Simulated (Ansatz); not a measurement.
Base system: NaF in the rock salt structure (space group Fm-3m, No. 225; a = 4.595 Å).

Level of theory: r2SCAN, PAW, 500 eV (Ansatz, an electronic-structure program; no spin-orbit coupling).

For the base:

The gap character is direct at Γ and the band gap is 7.28 eV. The lattice parameter a is 4.595 Å.

The change: cell and atoms relaxed at a pressure of 22.5 GPa.

Question: How does this affect the gap character, band gap and lattice parameter a?

Answer: The gap character remains direct at Γ; the band gap goes up by 1.61 eV to 8.89 eV; the lattice parameter a decreases by 0.350 Å to 4.245 Å.

Load acts through the strain it causes; cell and atoms are relaxed under it. No phonon test of stability was made. No other phases were tried under pressure.
